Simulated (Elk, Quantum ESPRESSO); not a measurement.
# Code comparison for Er2Se3 (P-4m2, 5 atoms in the cell)

Self-consistent single point.

```xyz
5
Lattice="3.9205 0.0000 0.0000 0.0000 3.9205 0.0000 0.0000 0.0000 8.0138" Properties=species:S:1:pos:R:3 pbc="T T T"
Er     1.9603     0.0000     6.1078
Er     0.0000     1.9603     1.9060
Se     0.0000     1.9603     6.9339
Se     1.9603     0.0000     1.0799
Se     1.9603     1.9603     4.0069
```
Moments meant for the start (each program seeds them in its own way; μB, in the order of the atoms Er Er Se Se Se): 3.0 3.0 0.0 0.0 0.0.

All programs got the same cell, k-point mesh and kind of occupations, and the same starting moments (in Quantum ESPRESSO's words: occupations = smearing; smearing = fermi-dirac; degauss = 0.000734986 Ry; nspin = 2; K_POINTS = automatic 3 3 2 0 0 0); potentials, basis and cutoffs are each program's usual ones.

```csv
code,model,size of the net moment (μB/atom),cutoff
Quantum ESPRESSO,"PBEsol, SSSP 1.1.2 efficiency (PBE) pseudopotentials",1.19,50 Ry
Elk,"PBEsol, all-electron FP-LAPW, Elk's shipped species files, APW+lo basis with extra local orbitals",1.18,rgkmax 8
```

The spread over the programs that give each value: size of the net moment within 0.01 μB/atom.

The starting cell comes from a database of computed structures (which also holds hypothetical and non-ambient phases and stackings), without a prior relaxation at this level. On Quantum ESPRESSO's run: Spin-orbit coupling is off. The magnetic order is the one reached from the typed start; others were not searched systematically. With U or open f shells several self-consistent states can exist. The f electrons are in the valence without U or exact exchange, which can misplace them near the Fermi level. Spin-orbit terms, which matter for f shells, are left out. Without a gap this mesh is coarse (it stands for a supercell whose shortest vector is 12 Å).

Q: Why do the programs differ, and what cannot be compared?

A: Differences of this kind can come from the potentials, where these differ, and from what each basis and cutoff leave unconverged. The zero of total energies and Fermi levels follows the potentials and each program's conventions, so they are not compared here. Elk treats all electrons, but the usual bases taken here (sphere radii, linearisation, local orbitals, empty states) were not tested for convergence, so the values are no reference for the others. Site moments depend on each program's spheres or projections; the total moment of the cell does not.

The shared mesh is coarse (it stands for a supercell whose shortest vector is 12 Å), so the values are not converged in it.

Left out of this page: Ansatz (with a known weakness of the program); CP2K and FLEUR (stopped by limits of time or memory).
